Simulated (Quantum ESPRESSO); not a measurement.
**Several settings converged on NbRu3 (P4mm, 4 atoms in the cell)**

```yaml
crystal:
  lattice:
    - [3.86568, 0.00000, 0.00000]
    - [0.00000, 3.86568, 0.00000]
    - [0.00000, 0.00000, 3.86568]
  atoms:
    - { symbol: Nb, position: [0.00000, 0.00000, 0.01293] }
    - { symbol: Ru, position: [0.00000, 0.50000, 0.50000] }
    - { symbol: Ru, position: [0.50000, 0.00000, 0.50000] }
    - { symbol: Ru, position: [0.50000, 0.50000, 0.00000] }
```

Base method: LDA (PZ), GBRV 1.5 ultrasoft (LDA) pseudopotentials (plane waves; Quantum ESPRESSO 7.5).

Base settings: ecutwfc = 40 Ry; ecutrho = 320 Ry; occupations = smearing; smearing = gauss; degauss = 0.0073499 Ry; potentials = {Nb: nb_lda_v1.uspp.F.UPF, Ru: ru_lda_v1.2.uspp.F.UPF}; K_POINTS = automatic 3 3 3 0 0 0; conv_thr = 1e-10 Ry; mixing_beta = 0.5.

The count of work is k-points × plane waves × bands × iterations; it is no time. Core times come from one kind of shared machine, to one figure; runs under 30 s give none.

**The cutoff for other potential files**

Level: DFT, LDA (PZ), plane waves, PSlibrary ultrasoft (LDA, semicore) pseudopotentials.

In this ladder: pseudopotentials = {Nb: Nb.pz-spn-rrkjus_psl.1.0.0.UPF, Ru: Ru.pz-spn-rrkjus_psl.1.0.0.UPF}. Moved along: ecutrho.

The second cell is the first with its lattice scaled by 0.98.

The mesh stays at the base's, so the ladder's end is converged at best in this setting alone.

Only quantities that move along the ladder and can be compared are tabulated.

| ecutwfc | free energy less the last step's (meV/atom) | energy of the compressed cell less the first (meV/atom) | pressure (GPa) | largest difference of a force vector from the last step's (eV/Å) | count of work / last | core time / last (rough) |
|---|---|---|---|---|---|---|
| 27 Ry | 3527.54 | -68.23 | -195.69 | 0.027 | 0.12 | – |
| 33 Ry | 649.76 | 17.21 | -52.39 | 0.023 | 0.16 | – |
| 42 Ry | 102.44 | 5.88 | -10.86 | 0.003 | 0.21 | – |
| 51 Ry | 67.20 | 4.48 | -9.39 | 0.004 | 0.28 | – |
| 60 Ry | 35.14 | 4.75 | -9.40 | 0.000 | 0.35 | – |
| 72 Ry | 12.73 | 5.28 | -8.58 | 0.000 | 0.46 | 0.4 |
| 90 Ry | 5.26 | 5.02 | -8.24 | 0.000 | 0.65 | 0.6 |
| 120 Ry | 0.00 | 5.03 | -8.21 | 0.000 | 1.0 | 1 |

Coarsest ecutwfc that holds the forces within 0.01 eV/Å of the last step, with all finer ones: 42 Ry, at 0.21 of the last step's count of work; the step before is off by 0.023 eV/Å.

Coarsest ecutwfc that holds the pressure within 1 GPa of the last step, with all finer ones: 72 Ry, at about 0.4 of the last step's time; the step before is off by 1.2 GPa.

Coarsest ecutwfc that holds the energy of the compressed cell less the first within 1 meV/atom of the last step, with all finer ones: 42 Ry, at 0.21 of the last step's count of work; the step before is off by 12 meV/atom.

At the lowest cutoff the pressure lies 187 GPa under the last step's, the usual sign of Pulay stress in an incomplete plane-wave basis.

**The density cutoff**

The second cell is the first with its lattice scaled by 0.98.

The mesh stays at the base's, so the ladder's end is converged at best in this setting alone.

Only quantities that move along the ladder and can be compared are tabulated.

```tsv
ecutrho	free energy less the last step's (meV/atom)	energy of the compressed cell less the first (meV/atom)	pressure (GPa)	largest difference of a force vector from the last step's (eV/Å)
80 Ry	-14.56	2.27	-7.80	0.055
120 Ry	0.74	-0.89	-9.03	0.015
160 Ry	-0.30	-0.48	-9.14	0.003
200 Ry	-0.18	-0.47	-9.14	0.000
240 Ry	-0.11	-0.49	-9.12	0.001
320 Ry	-0.01	-0.47	-9.13	0.000
400 Ry	0.00	-0.49	-9.13	0.000
480 Ry	-0.01	-0.49	-9.13	0.000
640 Ry	0.00	-0.49	-9.13	0.000
```

Coarsest ecutrho that holds the free energy within 0.5 meV/atom of the last step, with all finer ones: 160 Ry; the step before is off by 0.74 meV/atom.

Coarsest ecutrho that holds the forces within 0.01 eV/Å of the last step, with all finer ones: 160 Ry; the step before is off by 0.015 eV/Å.

Coarsest ecutrho that holds the pressure within 0.2 GPa of the last step, with all finer ones: 120 Ry; the step before is off by 1.3 GPa.

On the base run: the starting cell comes from a database of computed structures (which also holds hypothetical and non-ambient phases and stackings), without a prior relaxation at this level. Its lattice was rescaled by up to half a per cent. One atom was moved a little off its site on purpose. Spin polarisation is off. In the base run, with a pressure of about -9 GPa the cell is away from its equilibrium volume at this level. Without a gap this mesh is coarse (it stands for a supercell whose shortest vector is 12 Å).
